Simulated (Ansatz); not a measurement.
## A computed series for Ge: response to strain

The reference is Ge in the diamond structure (space group Fd-3m, No. 227; a = 5.6744 Å). Axes: x, y, z lie along the cube axes.

Strains are applied to the cell and any free atomic positions relax; under biaxial strain the out-of-plane vector relaxes too.

Computed with r2SCAN (Ansatz, a first-principles code; PAW; 500 eV plane waves; no spin-orbit coupling).

Notes on the quantities. in-plane stress: mean in-plane stress (compression positive); energy relative to the base: free energy F.

```tsv
change	smallest direct gap	ratio −ε⊥/ε∥	in-plane stress	energy relative to the base
base	0.36 eV	–	–	0 meV/atom
biaxial strain −3.00 %, plane normal [001], relaxed out of plane	0.57 eV	0.69	+4.7 GPa	+19 meV/atom
biaxial strain −2.50 %, plane normal [001], relaxed out of plane	0.54 eV	0.69	+3.9 GPa	+13 meV/atom
biaxial strain −2.00 %, plane normal [001], relaxed out of plane	0.51 eV	0.70	+3.0 GPa	+8.4 meV/atom
biaxial strain −1.50 %, plane normal [001], relaxed out of plane	0.47 eV	0.70	+2.2 GPa	+4.7 meV/atom
biaxial strain −1.00 %, plane normal [001], relaxed out of plane	0.44 eV	0.70	+1.5 GPa	+2.1 meV/atom
biaxial strain −0.50 %, plane normal [001], relaxed out of plane	–	–	+0.7 GPa	+0.5 meV/atom
```

No phonon test of stability was made. The real Ge has an indirect gap at ambient pressure; r2SCAN orders its close-lying valleys differently.
